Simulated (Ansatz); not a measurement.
Output of an Ansatz run (abridged):

```
WARN ansatz: RAYON_NUM_THREADS=1 ignored (pool sized by the plan → 1); use --threads N
Pseudopotentials: kind: paw
Pseudopotential: Ba, paw, valence charge 10
Pseudopotential: Ti, paw, valence charge 12
Pseudopotential: O, paw, valence charge 6
Crystal: 5 atoms, lattice volume = 64.656 Å³
Basis set: ecut = 420 eV, 1261 PW (Γ)
Bands: 25, of which v1, the nominal top of the filled ones, is band 20 counted from 1 (19 counted from 0)
Symmetry: 6 space group operations
Space group: R3m (ITA 160), of the structure as read, at distance tolerance 4.0e-5 Å
k-points: 32 of 216 (time reversal used)
PAW frozen core: Ba, regenerated for the run's functional, and the local potential with it
PAW frozen core: Ti, regenerated for the run's functional, and the local potential with it
PAW frozen core: O, regenerated for the run's functional, and the local potential with it
Initial density: superposition of atomic densities (neutral atoms: chi_scale 0, normalization atom), corrected by the library's trained network
Initial wavefunctions: pseudopotential atomic-orbital guess
Eigensolver: davidson
Functional: x = slater, c = lda
SCF iter   1: F=—  HF=-9904.476418 eV  |F-HF|=—  |Δ(HF+E_count)|=         —  Δρ=1.90e-2  dr2=2.26e-1  ethr=1.77e-3  ⟨swp⟩=6.7  Hψ=4105  notcnv=0
all-band conjugate gradients solve this SCF's bands
preconditioner: auto → Resta (q_TF=auto, 2.518 Å⁻¹)
SCF iter   2: F=—  HF=-9904.435068 eV  |F-HF|=—  |Δ(HF+E_count)|=   4.13e-2  Δρ=5.80e-3  dr2=2.67e-2  ethr=5.65e-4  ⟨swp⟩=2.8  Hψ=1590  notcnv=0  defer=32
SCF iter   3: F=—  HF=-9904.431024 eV  |F-HF|=—  |Δ(HF+E_count)|=   4.04e-3  Δρ=2.05e-3  dr2=3.45e-3  ethr=6.68e-5  ⟨swp⟩=2.0  Hψ=1170  notcnv=0  defer=32
SCF iter   4: F=—  HF=-9904.430339 eV  |F-HF|=—  |Δ(HF+E_count)|=   6.85e-4  Δρ=1.88e-4  dr2=3.72e-5  ethr=8.62e-6  ⟨swp⟩=2.0  Hψ=1373  notcnv=0  defer=32
SCF iter   5: F=—  HF=-9904.430330 eV  |F-HF|=—  |Δ(HF+E_count)|=   9.16e-6  Δρ=3.49e-5  dr2=8.37e-7  ethr=9.30e-8  ⟨swp⟩=2.4  Hψ=1290  notcnv=0  defer=32
SCF iter   6: F=-9904.430330 eV  HF=-9904.430330 eV  |F-HF|=1.28e-8  |Δ(HF+E_count)|=   2.67e-7  Δρ=6.86e-6  dr2=2.85e-8  ethr=2.50e-10  ⟨swp⟩=10.2  Hψ=4445  notcnv=0
SCF 1 converged in 6 iterations: F = -9904.430330 eV  dr2 = 2.85e-8
SCF converged after 6 iterations
Free energy (F): -9904.430330 eV
Harris-Foulkes:  -9904.430330 eV  (|F-HF|=1.28e-8)
Internal energy: -9904.430330 eV  (E = F + TS)
E sigma→0 (E₀):  -9904.430330 eV
Fermi energy:    10.925717 eV
--- Per-component energies (eV) ---
  E_band       = -153.960657
  E_kinetic    = 965.780764
  E_local      = -2133.461045  (includes V_loc(G=0)·N_el)
  E_nonlocal   = 216.406064
  E_hartree    = 827.774902
  E_xc         = -484.874496
  E_vxc        = -542.145856  (∫ρ·V_xc dr)
  E_paw        = -6495.038410  (= ΣΔE_a)
  E_vpaw       = -316.097008  (= ΣTr[D̂ρ^β])
  E_aug_tail   = 0.007367  (compensation charges beyond the density's cutoff)
  E_ewald      = -2801.924706
  E_core_change = 0.899230  (= ΣΔE_core)
  E_smearing   = -0.000000  (= −TS)
  E_closure    = 0.000000  (closes the sum)
  Σ components = -9904.430330   (vs F -9904.430330, Δ=0.00e0)
--- Forces (eV/Å), atoms counted from 1 ---
  atom   1  Ba     0.00000000    -0.00000000    -0.19163931
  atom   2  Ti     0.00000000     0.00000000     0.30292316
  atom   3  O      0.01684481    -0.00972535    -0.03707254
  atom   4  O      0.00000000     0.01945071    -0.03707254
  atom   5  O     -0.01684481    -0.00972535    -0.03707254
  max |Σ_I F_I| component: 6.62e-5 eV/Å
--- Stress (GPa, compression-positive) ---
       -6.963384      -0.000000      -0.000000
       -0.000000      -6.963384      -0.000000
       -0.000000      -0.000000      -6.738027
  P = ⅓ Tr σ = -6.8883 GPa (-68.883 kbar)
  The stress holds the Pulay correction. Without it, at fixed plane waves, as pw.x and ABINIT print it: P = -7.6359 GPa
--- Band table (eV; the first three rows and the last of 32) ---
  k-point 0: bands = ["-45.8615", "-22.4488", "-22.4488", "-22.4391", "-14.8202", "-6.7227", "-6.0263", "-6.0263", "0.0258", "0.0322", "0.0322", "7.5438", "7.5438", "7.5706", "8.3907", "8.3907", "8.6570", "9.2244", "9.3700", "9.3700", "12.1067", [...]
  k-point 1: bands = ["-45.8613", "-22.4598", "-22.4482", "-22.4406", "-14.7913", "-6.7453", "-6.0171", "-6.0026", "0.0689", "0.0701", "0.1403", "7.1019", "7.4640", "7.4914", "8.1409", "8.1496", "8.4771", "8.8274", "9.2496", "9.2789", "12.1494", [...]
  k-point 2: bands = ["-45.8608", "-22.4851", "-22.4471", "-22.4401", "-14.7322", "-6.8732", "-5.9986", "-5.8519", "0.1488", "0.1553", "0.3560", "6.2683", "7.2261", "7.2534", "7.8073", "7.8520", "8.1233", "8.3195", "8.9534", "9.0380", "12.2175", [...]
  k-point 31: bands = ["-45.8589", "-22.4943", "-22.4943", "-22.4844", "-14.5594", "-5.8237", "-5.8042", "-5.8042", "-0.7063", "-0.7063", "-0.6808", "5.3920", "6.1141", "6.1141", "7.4138", "7.4138", "7.4583", "9.7136", "9.7136", "9.7482", "14.0757", [...]
```

The structure:

```
CELL_PARAMETERS angstrom
      2.83401     1.63622     2.32388
     -2.83401     1.63622     2.32388
      0.00000    -3.27244     2.32388
ATOMIC_POSITIONS crystal
  Ba 0.00731 0.00731 0.00731
  Ti 0.51333 0.51333 0.51333
  O  0.48895 0.97972 0.48895
  O  0.48895 0.48895 0.97972
  O  0.97972 0.48895 0.48895
```

What input produced this log?

Other spellings and defaults could give the same log, and not every line can be read from it. The input that was run (DFT, LDA (PW92), plane waves, default PAW files made with PBE):

Ansatz 0.2 input:
```yaml
crystal:
  lattice:
    - [2.834014, 1.636219, 2.323882]
    - [-2.834014, 1.636219, 2.323882]
    - [0.000000, -3.272438, 2.323882]
  atoms:
    - { symbol: Ba, position: [0.007312, 0.007312, 0.007312] }
    - { symbol: Ti, position: [0.513330, 0.513330, 0.513330] }
    - { symbol: O, position: [0.488950, 0.979720, 0.488950] }
    - { symbol: O, position: [0.488950, 0.488950, 0.979720] }
    - { symbol: O, position: [0.979720, 0.488950, 0.488950] }
basis:
  ecutwfc: 420.0
kpoints:
  mp_grid: { grid: [6, 6, 6] }
hamiltonian:
  xc: lda
  pseudopotentials: { kind: paw }
scf:
  occupations: { method: fermi_dirac, width: 0.01 }
output:
  forces: true
  eigenvalues: true
  stress: true
```

The starting cell comes from a database of computed structures (which also holds hypothetical and non-ambient phases and stackings), without a prior relaxation at this level. Its lattice was rescaled by up to half a per cent. One atom was moved a little off its site on purpose. With a pressure of about -7 GPa the cell is away from its equilibrium volume at this level. Ansatz's pressure includes its estimate of the finite-basis (Pulay) stress. Without the estimate this run gives -7.64 GPa.

Ansatz is a first-principles code.
